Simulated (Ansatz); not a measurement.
Start from ZnSe in the zinc blende structure (space group F-43m, No. 216; a = 5.6656 Å). Axes: x, y, z lie along the cube axes.

Calculations: Kohn–Sham DFT with the r2SCAN functional, run in Ansatz (a quantum-chemistry and plane-wave program) with PAW and 500 eV plane waves, no spin-orbit coupling.

Perturbation: the cell is stretched by 1.00 % along z with no lateral relaxation; the atoms relax in the strained cell.

Task: Predict the stress tensor and what it implies for the stiffness.

Result: Stress of the strained cell less that of the base (GPa, compression positive):
```
  -0.51    0.00    0.00
   0.00   -0.51    0.00
   0.00    0.00   -0.89
```

Then −Δσ_ii/ε with ε = 0.0100 gives relaxed-ion elastic constants: C33 ≈ 89 GPa, C13 ≈ 51 GPa and C23 ≈ 51 GPa.

Whether these cells are dynamically stable was not tested.
